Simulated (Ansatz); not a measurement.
The reference is CdSe in the wurtzite structure (space group P6_3mc, No. 186; a = 4.302 Å, c = 7.021 Å). Axes: x lies along a and z along c of the hexagonal cell.

Calculations: Ansatz (a quantum-chemistry and plane-wave program) PBEsol, scalar-relativistic without spin-orbit coupling.

Strains are applied to the cell and any free atomic positions relax.

One change was made to it. Results:

The width of the top valence band falls by 0.03 eV (1.75 eV → 1.72 eV); the band gap drops by 0.07 eV to 0.47 eV; the energy grows by 2.3 meV/atom.

What was done to the base?
(A) uniaxial strain ε_zz = +2.40 %
(B) uniaxial strain ε_zz = +3.00 %
(C) uniaxial strain ε_zz = +1.80 %

C, uniaxial strain ε_zz = +1.80 %. For comparison, the energy relative to the base in the other runs: uniaxial strain ε_zz = +3.00 % gives +6.3 meV/atom; uniaxial strain ε_zz = +2.40 % gives +4.1 meV/atom.

Semilocal Kohn–Sham gaps tend to fall short of experiment. Whether these cells are dynamically stable was not tested.
